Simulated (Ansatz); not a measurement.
Base system: Li in the bcc (W type) structure (space group Im-3m, No. 229; a = 3.435 Å; relaxed with 0.1 eV smearing).

The values are results of PBE/PAW in Ansatz (a quantum-chemistry and plane-wave program), no spin-orbit coupling, not measurements.

Before the change:

```
Quantity    Value
--------  -------
Pressure  0.0 GPa
```

Modification: every lattice vector is shortened by 0.50 %, atoms relaxed at fixed cell.

Estimate the effect on the pressure.

The pressure goes from zero to 0.2 GPa.

Estimate the effect on the energy relative to the base.

The energy hardly moves.

The cells carry an imposed strain or load. No phonon test of stability was made.
